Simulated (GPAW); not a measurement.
GPAW run on SnTe (I4mm, 2 atoms in the cell): relaxation of the atoms.

Method: PBEsol, GPAW PAW datasets PBEsol (made by gpaw-setup) (plane waves; GPAW).

The change in words: one atom moved by 0.15 angstrom; optimizer: default → LBFGS; fmax: default → 0.01 eV/Å. Reference geometry:
```yaml
crystal:
  lattice:
    - [0.00000, 3.14420, 3.14420]
    - [3.14420, 0.00000, 3.14420]
    - [3.14420, 3.14420, 0.00000]
  atoms:
    - { symbol: Sn, position: [0.00000, 0.00000, 0.00000] }
    - { symbol: Te, position: [0.50000, 0.50000, 0.50000] }
```

Reference input (self-consistent single point, DFT PBEsol, plane waves, GPAW PAW datasets PBEsol (made by gpaw-setup)): mode = pw; ecut = 550 eV; xc = PBEsol; kpts = 6 6 6; mesh shift (steps) = 0 0 0; occupations.name = fermi-dirac; occupations.width = 0.01 eV; nbands = -4; convergence.density = 1e-05 e/electron; convergence.bands = -2; symmetry.symmorphic = false; symmetry.tolerance = 0.0005. This run's input differs from it in these lines:

```diff
@@ -1,2 +1,3 @@
 from ase import Atoms
+from ase.optimize import LBFGS
 from ase.units import GPa
@@ -8,3 +9,3 @@
                     [3.144200, 3.144200, 0.000000]],
-              scaled_positions=[[0.000000, 0.000000, 0.000000],
+              scaled_positions=[[0.023853, 0.023853, -0.023853],
                                 [0.500000, 0.500000, 0.500000]],
@@ -24,2 +25,8 @@
 
+opt = LBFGS(atoms, logfile='-')
+converged = opt.run(fmax=0.01, steps=40)
+print('Relaxation converged:', converged)
+print('Cell:', atoms.cell.cellpar().round(4))
+print(atoms.get_scaled_positions().round(5))
+
 energy = atoms.get_potential_energy()
```

Output (repeated stretches shortened):

```
     iter     time        total  log10-change:
                         energy   eigst   dens
iter:   1 --:--:--    -8.630312   +0.35
iter:   2 --:--:--    -8.634862   -0.38  -1.52
iter:   3 --:--:--    -8.612224   -1.00  -1.56
iter:   4 --:--:--    -8.613672   -2.20  -1.70
iter:   5 --:--:--    -8.606112c  -3.49  -1.98
iter:   6 --:--:--    -8.605432c  -4.11  -2.43
iter:   7 --:--:--    -8.605432c  -5.08  -3.06
iter:   8 --:--:--    -8.605409c  -5.17  -3.09
iter:   9 --:--:--    -8.605414c  -5.42  -3.54
iter:  10 --:--:--    -8.605414c  -5.93  -3.74
iter:  11 --:--:--    -8.605415c  -6.32  -3.76
iter:  12 --:--:--    -8.605411c  -6.43  -3.65
iter:  13 --:--:--    -8.605410c  -6.66  -3.93
iter:  14 --:--:--    -8.605410c  -7.28  -4.72
iter:  15 --:--:--    -8.605410c  -7.67c -4.77
iter:  16 --:--:--    -8.605410c  -7.92c -4.76
iter:  17 --:--:--    -8.605410c  -8.09c -4.76
iter:  18 --:--:--    -8.605410c  -8.36c -4.75
iter:  19 --:--:--    -8.605410c  -8.40c -4.76
iter:  20 --:--:--    -8.605410c  -8.90c -4.93
iter:  21 --:--:--    -8.605410c  -8.97c -4.96
iter:  22 --:--:--    -8.605410c  -9.14c -5.18c
Converged after 22 iterations.

Dipole moment: (-0.000000, 0.000000, -3.530604) |e|*Ang

Energy contributions relative to reference atoms: (reference = -352647.811924)

Kinetic:        +12.496719
Potential:      -12.783163
External:        +0.000000
XC:              -8.442933
Entropy (-ST):   -0.000000
Local:           +0.123967
SIC:             +0.000000
--------------------------
Free energy:     -8.605410
Extrapolated:    -8.605410

Showing only first 2 kpts
 Kpt  Band  Eigenvalues  Occupancy
  0     8      4.24048    2.00000
  0     9      4.24048    2.00000
  0    10      9.55742    0.00000
  0    11      9.55742    0.00000

  1     8      3.73678    2.00000
  1     9      5.62579    2.00000
  1    10      7.29396    0.00000
  1    11      9.43270    0.00000

Fermi level: 6.39648

Gap: 0.414 eV
Transition (v -> c):
   [... lines left out ...]
Atomic positions and initial magnetic moments
Free energy:     -8.605459
Fermi level: 6.39648
Gap: 0.411 eV
Atomic positions and initial magnetic moments
Free energy:     -8.606061
Fermi level: 6.40457
Gap: 0.301 eV
   [... lines left out ...]

LBFGS:    2 --:--:--       -8.606061        0.009443
Relaxation converged: True
Cell: [ 4.4466  4.4466  4.4466 60.     60.     60.    ]
[[0.02002 0.02002 0.97998]
 [0.50382 0.50382 0.49618]]
Energy (eV): -8.606061
Stress tensor:
     0.001999     0.000000     0.000000
     0.000000     0.001999     0.000000
     0.000000     0.000000     0.000181
Stress (GPa, Voigt): [0.3202 0.3202 0.0289 0.     0.     0.    ]
```

The run converged. GPAW prints stress with tension positive. 

Summary of the result:
```
Item                                                          Value
-------------------------------------------------------  ----------
Free energy E − TS (from the program's reference atoms)  -8.6061 eV
Top of the valence band (on the code's own zero)            6.25 eV
Gap on the k-point mesh                                     0.30 eV
Pressure                                                  -0.22 GPa
Largest force (vector length)                            0.009 eV/Å
Relaxation steps                                                  2
```

The starting cell has typed, rounded lattice constants, without a prior relaxation at this level. Its lattice was rescaled by up to half a per cent. For this run, on top of that: one atom moved by 0.15 angstrom. Spin-orbit coupling is off. The relaxation keeps the symmetry of its start, so its end need not be a minimum.

Cost on one core of a shared machine: roughly 50 s.
